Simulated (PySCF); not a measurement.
PySCF 2.14.0, PBE/def2-svp, df: Al(F)(NHiPr)(OH) (CC(C)[NH][Al]([OH])[F]), 16 atoms. The geometry is a generated start, not checked to be a minimum at this level.

```json
{
  "task": "energy",
  "method": "pbe",
  "basis": "def2-svp",
  "two_electron_scheme": "density fitting",
  "mol.max_memory": "3000 MB",
  "mf.max_cycle": "100",
  "mf.init_guess": "minao (default)",
  "mf.DIIS": "CDIIS (default)",
  "mf.diis_space": "8 (default)",
  "mf.conv_tol": "1e-09 (default)",
  "mf.grids.level": "3 (default)",
  "basis_functions": "147",
  "grid_points": "192056"
}
```

```xyz
16

Al     0.3120     1.2145     1.9781
F      0.9397     1.0025     3.4917
N      0.1598    -0.2129     0.9312
C     -0.2682    -0.2558    -0.4565
C      0.9241    -0.1588    -1.4097
C     -1.0728    -1.5287    -0.7191
H      0.6386    -1.0643     1.2005
H     -0.9107     0.6159    -0.6163
H      0.5908    -0.1807    -2.4447
H      1.4563     0.7732    -1.2299
H      1.6102    -0.9872    -1.2448
H     -1.4920    -1.5119    -1.7216
H     -0.4337    -2.4046    -0.6246
H     -1.8855    -1.6132    -0.0014
O     -0.1741     2.7020     1.5021
H     -0.3946     3.6101     1.3649
```

One run each on 2 threads, 1 BLAS thread. Values of level_shift (Hartree) tried: 0 (default), 0.1, 0.3, 1.

Which value of level_shift (Hartree) needs the fewest Fock builds, and what happens away from it?

Fewest Fock builds: 0.1 with 13. The count rises to 44 at 1. All converge to one solution.

```csv
level_shift (Hartree),Fock builds,end
0 (default),15,same solution
0.1,13,same solution
0.3,17,same solution
1,44,same solution
```
